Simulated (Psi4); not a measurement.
Psi4 1.11, B3LYP/def2-svp, scf_type pk: Sn(iPr)(OH)3 (C[CH](C)[Sn]([OH])([OH])[OH]), 17 atoms. The geometry is a generated start, not checked to be a minimum at this level.

* **task**: energy
* **method**: b3lyp
* **basis**: def2-svp
* **memory**: 7 GB
* **e_convergence**: 1e-08
* **d_convergence**: 1e-07
* **guess**: auto, which took SAD (default)
* **diis_max_vecs**: 10 (default)
* **scf_initial_accelerator**: adiis (default)
* **dft_radial_points**: 75 (default)
* **dft_spherical_points**: 302 (default)
* **effective core potentials**: those of the basis set, past Kr
* **basis functions**: 160
* **grid points**: 361527

```xyz
17

C     -1.0792    -1.5218    -0.5643
C     -1.0528    -0.1989     0.1611
C     -1.6402     0.9326    -0.6466
Sn     1.0635     0.2817     0.7011
O      2.2542    -0.0013    -0.8862
O      1.8717    -0.8754     2.0981
O      1.4869     2.1451     1.2620
H     -0.5467    -1.4553    -1.5095
H     -0.6297    -2.3122     0.0335
H     -2.1142    -1.7964    -0.7677
H     -1.5435    -0.2774     1.1337
H     -2.6967     0.7312    -0.8247
H     -1.1435     1.0212    -1.6101
H     -1.5620     1.8822    -0.1209
H      3.1668     0.2437    -0.7390
H      2.4766    -1.5282     1.7481
H      1.6888     2.7292     0.5312
```
Charge 0, spin multiplicity 1.

The reference run uses exact four-centre integrals (scf_type = pk). One run each, on a shared machine, so no times are given.

Settings tried, all else as in the reference:
- scf_type = cd, cholesky_tolerance = 1e-06
- scf_type = dfdirj+link
- scf_type = dfdirj+cosx, cosx_radial_points_final = 50, cosx_spherical_points_final = 194
- scf_type = dfdirj+cosx
- scf_type = mem_df
- scf_type = cd, cholesky_tolerance = 1e-05
- scf_type = dfdirj+snlink
- scf_type = cd, cholesky_tolerance = 0.001
- scf_type = dfdirj+cosx, cosx_radial_points_final = 25, cosx_spherical_points_final = 50
- scf_type = dfdirj+cosx, cosx_radial_points_final = 75, cosx_spherical_points_final = 302
- scf_type = cd, cholesky_tolerance = 0.01
- scf_type = cd, cholesky_tolerance = 0.0001 (default)

### Question
Which settings reproduce the reference to 1.0 meV/atom in energy?

### Answer
Within it: scf_type = cd, cholesky_tolerance = 1e-06; scf_type = mem_df; scf_type = dfdirj+cosx, cosx_radial_points_final = 75, cosx_spherical_points_final = 302; scf_type = dfdirj+link; scf_type = dfdirj+snlink; scf_type = dfdirj+cosx, cosx_radial_points_final = 50, cosx_spherical_points_final = 194; scf_type = cd, cholesky_tolerance = 1e-05; scf_type = dfdirj+cosx. At the edge (between 0.75 and 1.33 times the tolerance): scf_type = dfdirj+cosx, cosx_radial_points_final = 25, cosx_spherical_points_final = 50. Outside: scf_type = cd, cholesky_tolerance = 0.0001 (default); scf_type = cd, cholesky_tolerance = 0.001; scf_type = cd, cholesky_tolerance = 0.01.

```
setting                                                                                   energy against the reference
----------------------------------------------------------------------------------------  ----------------------------
scf_type = cd, cholesky_tolerance = 1e-06                                                              −0.015 meV/atom
scf_type = mem_df                                                                                      −0.089 meV/atom
scf_type = dfdirj+cosx, cosx_radial_points_final = 75, cosx_spherical_points_final = 302                −0.22 meV/atom
scf_type = dfdirj+link                                                                                  −0.22 meV/atom
scf_type = dfdirj+snlink                                                                                −0.23 meV/atom
scf_type = dfdirj+cosx, cosx_radial_points_final = 50, cosx_spherical_points_final = 194                −0.23 meV/atom
scf_type = cd, cholesky_tolerance = 1e-05                                                               −0.25 meV/atom
scf_type = dfdirj+cosx                                                                                  −0.26 meV/atom
scf_type = dfdirj+cosx, cosx_radial_points_final = 25, cosx_spherical_points_final = 50                  −1.1 meV/atom
scf_type = cd, cholesky_tolerance = 0.0001 (default)                                                     −1.6 meV/atom
scf_type = cd, cholesky_tolerance = 0.001                                                                −7.5 meV/atom
scf_type = cd, cholesky_tolerance = 0.01                                                                 −170 meV/atom
```

Total energies are compared; such shifts often cancel in part in energy differences. The DFDIRJ builders fit J, which adds its shift to that of exchange. Psi4 runs the final COSX grid once, on the density of the start grid. Also tried and not ranked: scf_type = direct (same energy as a listed run). The tolerance is a choice made for this comparison.
